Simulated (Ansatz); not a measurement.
Base system: BP in the zinc blende structure (space group F-43m, No. 216).

```xyz
2
Lattice="0.0000 2.2682 2.2682 2.2682 0.0000 2.2682 2.2682 2.2682 0.0000" Properties=species:S:1:pos:R:3 pbc="T T T"
P      3.4023     3.4023     3.4023
B      0.0000     0.0000     0.0000
```

Cartesian axes are those of the cell as printed.

Method: r2SCAN, PAW, 500 eV (Ansatz, a first-principles code; without spin-orbit coupling), earlier PAW set.

Before the change:

```
Property                             Value
---------------------  -------------------
Valence-band top at Γ  0.00, 0.00, 0.00 eV
Smallest direct gap                3.60 eV
```

It is then changed as follows: biaxial strain +0.57 %, plane normal [001], relaxed out of plane (Cartesian); in-plane vectors clamped, the third vector and the atoms free.

Problem. Predict the new out-of-plane strain.

Solution. The out-of-plane strain amounts to -0.23 %.

Problem. How does this affect the valence-band top at Γ?

Solution. The valence-band top at Γ (three highest levels, from the VBM) becomes 0.00, -0.08, -0.08 eV (base: 0.00, 0.00, 0.00 eV).

Problem. What happens to the smallest direct gap?

Solution. The smallest direct gap falls by 0.10 eV, from 3.60 eV to 3.50 eV.

No phonon test of stability was made.
